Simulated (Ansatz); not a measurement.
Os: pressure series

Start from Os in the hcp (Mg type) structure (space group P6_3/mmc, No. 194; a = 2.755 Å, c = 4.344 Å).

Cell and atoms are relaxed at each pressure.

Level of theory: PBE (Ansatz, an electronic-structure program; PAW; 420 eV plane waves; spin-orbit coupling left out).

Two rows of this table had their results exchanged by mistake.

```tsv
pressure	volume per atom (Å³)	shortest distance (Å)	band gap
pressure −2 GPa	14.35	2.697	zero
pressure −1 GPa	14.31	2.694	zero
pressure 3 GPa	14.17	2.686	zero
pressure 7 GPa	12.06	2.550	zero
pressure 15 GPa	13.79	2.663	zero
pressure 30 GPa	13.38	2.637	zero
pressure 50 GPa	12.93	2.608	zero
pressure 75 GPa	12.45	2.577	zero
pressure 100 GPa	14.04	2.678	zero
```

Question: Which two?

Answer: The rows for pressure 7 GPa and pressure 100 GPa: the volume has to fall steadily with pressure, so 14.04 Å³ belongs to pressure 7 GPa and 12.06 Å³ to pressure 100 GPa.

Load acts through the strain it causes; cell and atoms are relaxed under it. Stability against distortions was not tested. No other phases were tried under pressure. All final runs are without spin polarisation.
